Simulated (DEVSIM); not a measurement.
System: illuminated GaAs p-on-n cell, one wavelength, at 300 K.

Layer 1 from the left is GaAs, thickness (μm) 0.0800, Na (cm⁻³) 5.1e17, τn (s) 1.1e-8, τp (s) 4.8e-9, absorption coefficient (cm⁻¹) 13000. Layer 2 from the left is GaAs, thickness (μm) 3.60, Nd (cm⁻³) 2.7e15, τn (s) 2.3e-8, τp (s) 2.3e-8, absorption coefficient (cm⁻¹) 13000.

Left contact: ohmic, minority electron recombination velocity 30000 cm/s. Right contact: ohmic, minority hole recombination velocity 7000 cm/s. Voltage is applied to the left contact. Recombination: SRH at mid-gap, radiative, Auger. Light enters at the left, 4.8e17 photons cm⁻² s⁻¹, one pass, no reflection. Mobility is constant in doping.

The device is made up for the run: typed textbook-type constants, with dimensions and the other settings drawn at random. Values at 300 K.

GaAs: gap (eV) 1.424, affinity (eV) 4.07, permittivity 12.9, Nc (cm⁻³) 4.7e17, Nv (cm⁻³) 9e18, μn (cm²/Vs) 8500, μp (cm²/Vs) 400, B (cm³/s) 2e-10, Cn (cm⁶/s) 1e-30, Cp (cm⁶/s) 1e-30.

Simulated with DEVSIM: 1D drift-diffusion, Boltzmann statistics, complete ionisation; no tunnelling, impact ionisation, image-force lowering or self-heating.

Dark forward current:

```
|V| (V)  |J| (A/cm²)
-------  -----------
0.05       6.061e-11
0.10       2.114e-10
0.15       6.135e-10
0.20        1.702e-9
0.25        4.659e-9
0.30        1.272e-8
0.35        3.472e-8
0.40        9.504e-8
0.45        2.610e-7
0.50        7.203e-7
0.55        2.001e-6
0.60        5.615e-6
0.65        1.603e-5
0.70        4.727e-5
0.75       0.0001479
0.80       0.0005139
0.85        0.002085
0.90         0.01008
0.95         0.05618
1.00          0.3332
1.05           1.810
1.10           8.040
1.15           33.00
1.20           129.7
1.25           479.9
1.30            1724
```

Q: Work out the local ideality factor n = ΔV / (kT/q · ln(J2/J1)) between the rows 0.15 and 0.20 V, 0.95 and 1.00 V, 1.25 and 1.30 V.

A: kT/q = 25.85 mV. From 0.15 to 0.20 V: ln(1.702e-9/6.135e-10) = 1.020, n = 1.90, near the 2 of recombination in the depletion region. From 0.95 to 1.00 V: ln(0.3332/0.05618) = 1.780, n = 1.09, near the 1 of diffusion or emission over a barrier. From 1.25 to 1.30 V: ln(1724/479.9) = 1.279, n = 1.51.

Q: What current could the absorbed light give at most, and what share is collected?

A: Σ αd = 4.78, so qΦ(1 − exp(−Σ αd)) = 76.3 mA/cm². The simulated short-circuit current is 74.02 mA/cm², a share of 0.97.

Q: Estimate the open-circuit voltage by superposition: the voltage at which the dark current equals that short-circuit current.

A: Interpolating ln J in the table gives 0.958 V. The simulation gives 0.957 V, the same within the digits that matter. Superposition holds where collection doesn't change with voltage.

Q: Estimate the fill factor from FF0 = (v − ln(v + 0.72))/(v + 1), v = qVoc/(nkT), with n from the dark curve.

A: The rows about Voc, 0.95 and 1.00 V, give n = 1.09, so v = 34.1 and FF0 = 0.870. The simulation gives 0.843; the estimate lies 3.2 % above.
